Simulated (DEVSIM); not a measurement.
Device: Schottky contact on n-type Si, at 300 K.

Layer 1 from the left is Si, thickness (μm) 7.40, Nd (cm⁻³) 4.6e16, τn (s) 8e-7, τp (s) 8e-7. Layer 2 from the left is Si, thickness (μm) 1.30, Nd (cm⁻³) 6.9e17, τn (s) 8e-7, τp (s) 8e-7.

Left contact: Schottky, work function 4.91 eV, emission velocity 1.2e7 cm/s. Right contact: ohmic. Voltage is applied to the left contact. Recombination: SRH at mid-gap. Mobility is μmin + (μ − μmin)/(1 + (N/Nref)^α).

This is a model device: material constants are rounded textbook-type values typed into the input, and sizes, dopings and lifetimes were drawn at random. Values at 300 K.

Si: gap (eV) 1.124, affinity (eV) 4.05, permittivity 11.7, Nc (cm⁻³) 2.86e19, Nv (cm⁻³) 3.1e19, μn (cm²/Vs) 1417, μp (cm²/Vs) 470, μn,min 52, μp,min 45, Nref,n 9.7e16, Nref,p 2.2e17, αn 0.68, αp 0.72.

Simulated with DEVSIM: 1D drift-diffusion, Boltzmann statistics, complete ionisation; no tunnelling, impact ionisation, image-force lowering or self-heating. Metal contacts follow the ideal Schottky-Mott rule: no Fermi-level pinning, no interface dipoles.

Problem. What does the simulation give for the dark forward voltage at 100 A/cm², the potential step across the device at zero bias, the dark forward voltage at 1 A/cm²?

Solution. dark forward voltage at 100 A/cm² 0.539 V; potential step across the device at zero bias 0.764 V; dark forward voltage at 1 A/cm² 0.405 V.
